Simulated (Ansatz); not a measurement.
**A constructed model of the (111) surface of fcc Ag, a pseudomorphic layer of Si in the other hollow (bottom of the slab: a bare face, its two planes held)**

The numbers are results of PBE (plane waves to 420 eV, PAW; Ansatz, an electronic-structure program), not measurements.

Slab: 7 atoms, 14.1 Å thick at the start with caps and adatoms; k 15x15x1, smearing 0.1 eV, dipole-corrected; 2 atoms held, the rest relaxed; start symmetry kept, larger cells not searched; no spin, no spin-orbit, no U. In PBE it is, or lies within 0.01 eV a 1x1 cell of, the lowest of the 2 structures of its composition computed so far; subsurface sites and larger cells were not tried.

The work function of the top face is 4.73 eV. The energy released by relaxation is 0.032 eV and the cost is about 3 core-minutes (a rough figure).
